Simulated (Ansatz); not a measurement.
```xyz
4
Lattice="3.1303 0.0000 0.0000 -1.5651 2.7109 0.0000 0.0000 0.0000 5.0181" Properties=species:S:1:pos:R:3 pbc="T T T"
Al     1.5651     0.9036     0.0169
Al     0.0000     1.8073     2.5260
N      1.5651     0.9036     3.1204
N      0.0000     1.8073     0.6114
```

Relaxed-ion tensors in this frame from DFT at the PBE level (Ansatz, an electronic-structure program). Proper piezoelectric stress tensor e (C/m²):

```
 0.00   0.00   0.00   0.00   0.30   0.00
 0.00   0.00   0.00   0.30   0.00   0.00
 0.57   0.57  -1.44   0.00   0.00   0.00
```

Stiffness C (GPa):

```
 373   127  97.2   0.0   0.0   0.0
 127   373  97.2   0.0   0.0   0.0
97.2  97.2   352   0.0   0.0   0.0
 0.0   0.0   0.0   111   0.0   0.0
 0.0   0.0   0.0   0.0   111   0.0
 0.0   0.0   0.0   0.0   0.0   123
```

Obtain the piezoelectric strain tensor d.

d = e S with S = C⁻¹, in pC/N:

```
 0.0   0.0   0.0   0.0   2.7   0.0
 0.0   0.0   0.0   2.7   0.0   0.0
 2.2   2.2  -5.3   0.0   0.0   0.0
```
